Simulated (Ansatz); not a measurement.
Results of r²SCAN-D4 (Ansatz, an electronic-structure program, plane waves, PAW) for fcc Yb.

Numerical settings: plane-wave cutoff 560 eV, 18×18×18 k mesh, Fermi–Dirac smearing 0.05 eV, no spin polarisation, scalar-relativistic PAW data made under PBE.

Equation-of-state points:

```
V (Å³/atom)  E − E_lowest (meV/atom)  P (GPa)
-----------  -----------------------  -------
32.649                          8.77    1.407
33.343                          3.78    0.900
34.038                          0.91    0.430
34.733                          0.00   -0.003
35.427                          0.89   -0.400
36.122                          3.42   -0.764
36.817                          7.47   -1.095
```

Question: Estimate the bulk modulus from the pressures at 34.038 and 35.427 Å³/atom, and compare it with a fit to all energies.

Answer: B = −V dP/dV. Between V = 34.038 and 35.427 Å³/atom, dP/dV = (-0.400 − (0.430))/(35.427 − 34.038) = -0.598 GPa per Å³/atom; at the midpoint 34.733 Å³/atom this gives B ≈ 20.8 GPa. The third-order Birch–Murnaghan fit gives V0 = 34.728 Å³/atom, B0 = 20.7 GPa, B′ = 3.2, which lies within 1 % of that estimate.

Measured, for comparison: bulk modulus 16.3 GPa (temperature not stated, not corrected to a static lattice; as tabulated in doi:10.1007/BF02743909 (ytterbium under pressure), abstract); equilibrium volume per atom 41.24 Å³/atom (293 K, not corrected to a static lattice; as tabulated in Wikipedia's data pages). Computed (rounded) less measured: bulk modulus +27 %, equilibrium volume per atom -15.8 %.

Spin–orbit coupling is not included.

The computed numbers hold no vibrational or temperature effects.

Cost on a shared machine: around 4 core-minutes (rough).
